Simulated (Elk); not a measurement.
Band structure of Tc2N (P6_3/mmc, 6 atoms in the cell).

```yaml
crystal:
  lattice:
    - [2.82470, 0.00000, 0.00000]
    - [-1.41235, 2.44626, 0.00000]
    - [0.00000, 0.00000, 9.68079]
  atoms:
    - { symbol: Tc, position: [0.33333, 0.66667, 0.39245] }
    - { symbol: Tc, position: [0.66667, 0.33333, 0.60755] }
    - { symbol: Tc, position: [0.66667, 0.33333, 0.89245] }
    - { symbol: Tc, position: [0.33333, 0.66667, 0.10755] }
    - { symbol: N, position: [0.33333, 0.66667, 0.75000] }
    - { symbol: N, position: [0.66667, 0.33333, 0.25000] }
```

Method of the run: LDA (PW92), all-electron FP-LAPW, Elk's shipped species files, APW+lo basis with extra local orbitals run with Elk.

Settings: xctype = 3; rgkmax = 8; stype = 0; swidth = 0.00367493 Ha; ngridk = 11 11 3; gmaxvr = 18 1/bohr; lmaxapw = 10; lmaxo = 8; nxlo = 2; lorbcnd = true; lradstp = 2; nrmtscf = 2; rmtscf = 0.86; lmaxi = 4.

The starting cell comes from a database of computed structures (which also holds hypothetical and non-ambient phases and stackings), without a prior relaxation at this level. Spin polarisation is off. Values depend on the basis (sphere radii, cutoffs, local orbitals), which need not be converged.

Levels in eV from the Fermi level, bands 32 to 39:
```json
[
 {"point": "Γ", "32": "-2.40", "33": "-2.40", "34": "-1.96", "35": "-1.44", "36": "-0.65", "37": "-0.65", "38": "-0.41", "39": "-0.41"},
 {"point": "M", "32": "-1.60", "33": "-0.69", "34": "0.23", "35": "0.87", "36": "1.39", "37": "1.53", "38": "1.66", "39": "1.76"},
 {"point": "K", "32": "-1.64", "33": "-1.50", "34": "0.32", "35": "0.43", "36": "0.43", "37": "0.46", "38": "1.18", "39": "1.18"},
 {"point": "A", "32": "-2.61", "33": "-1.93", "34": "-1.93", "35": "-1.93", "36": "-1.93", "37": "-0.79", "38": "-0.79", "39": "0.75"},
 {"point": "L", "32": "-1.25", "33": "-1.18", "34": "-1.18", "35": "1.27", "36": "1.27", "37": "1.75", "38": "1.75", "39": "1.88"},
 {"point": "H", "32": "-2.02", "33": "-1.18", "34": "-1.18", "35": "0.52", "36": "0.52", "37": "1.13", "38": "1.13", "39": "1.44"}
]
```

Bands cross the Fermi level along this path, so the cell is metallic at this level.
